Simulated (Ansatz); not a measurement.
The reference is Ta in the bcc (W type) structure (space group Im-3m, No. 229; a = 3.306 Å; relaxed with 0.1 eV smearing). Axes: x, y, z lie along the cube axes.

All numbers come from r2SCAN (Ansatz, a program for electronic structure; PAW; 500 eV plane waves; no spin-orbit coupling).

Before the change:

Shortest interatomic distance: 2.863 Å
Pressure: 0.0 GPa

Perturbation: biaxial strain −2.50 %, plane normal [001], relaxed out of plane (Cartesian); in-plane vectors clamped, the third vector and the atoms free.

Problem. Estimate the effect on the out-of-plane strain, shortest interatomic distance and pressure.

Solution. The out-of-plane strain is +3.20 %; the shortest interatomic distance decreases by 0.016 Å to 2.847 Å; the pressure (mean of the normal stresses, compression positive) goes from zero to 4.3 GPa.

Whether these cells are dynamically stable was not tested. All final runs are without spin polarisation.
